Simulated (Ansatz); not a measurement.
Base system: WSe2 (space group Fm-3m, No. 225; a = 6.2622 Å; ferromagnetic; a hypothetical phase, not in the database extracts checked).

Level of theory: Ansatz (a quantum-chemistry and plane-wave program) r2SCAN, spin-orbit coupling left out.

For the base:

| Property | Value |
|---|---|
| Largest site moment | 1.43 μB |
| Magnetic state | ferromagnetic |
| Pressure | 0.0 GPa |

Modification: the cell is scaled by 1.0292 in all directions; the atoms relax in the strained cell.

Question: What does the calculation give for the energy relative to the base after the change?

Answer: The energy grows by 50 meV/atom.

Question: Predict the new largest site moment.

Answer: The largest site moment grows by 0.17 μB to 1.60 μB.

Question: What does the calculation give for the magnetic state after the change?

Answer: The magnetic state stays ferromagnetic.

Question: What does the calculation give for the pressure after the change?

Answer: The pressure goes from zero to -8.2 GPa.

Other magnetic orders, which the real material may have, were not ruled out. Whether these cells are dynamically stable was not tested.
